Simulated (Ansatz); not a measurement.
SnCl (P6₃mc, No. 186, 4 atoms in the cell; start mp-978928): properties by level of theory

```
level (code)           lattice parameter a (Å)  lattice parameter c (Å)  cohesive energy (eV/atom)
---------------------  -----------------------  -----------------------  -------------------------
PBE (Ansatz)                             3.503                        ?                       2.85
PBEsol (Ansatz)                          3.393                        ?                       3.17
PBE-D3(BJ) (Ansatz)                          ?                        ?                       3.13
r²SCAN (Ansatz)                          3.448                   10.406                       2.87
r²SCAN+rVV10 (Ansatz)                        ?                        ?                          ?
```

Task: Fill in the missing entries.

Result: 
- PBE (Ansatz, a first-principles code), lattice parameter c (Å): 10.202
- PBEsol (Ansatz), lattice parameter c (Å): 9.904
- PBE-D3(BJ) (Ansatz), lattice parameter a (Å): 3.420
- PBE-D3(BJ) (Ansatz), lattice parameter c (Å): 10.008
- r²SCAN+rVV10 (Ansatz), lattice parameter a (Å): 3.409
- r²SCAN+rVV10 (Ansatz), lattice parameter c (Å): 10.227
- r²SCAN+rVV10 (Ansatz), cohesive energy (eV/atom): 3.06

Caveats: a distance lies near a switch of the dispersion term, which can move the cell (PBE-D3(BJ)); the relaxation could not lower the start's symmetry, so the cell can be a saddle point above a distorted one (PBE, PBEsol, PBE-D3(BJ), r²SCAN, r²SCAN+rVV10). Ansatz's density-functional and Hartree–Fock values are scalar-relativistic unless marked +SOC, with PAW data made under PBE.

Free atoms are spin-polarised, in the lowest state found; at levels without +SOC their spin–orbit coupling is left out.

The computed numbers hold no vibrational or temperature effects.

A start named mp-… is a Materials Project structure, which need not be a measured phase.
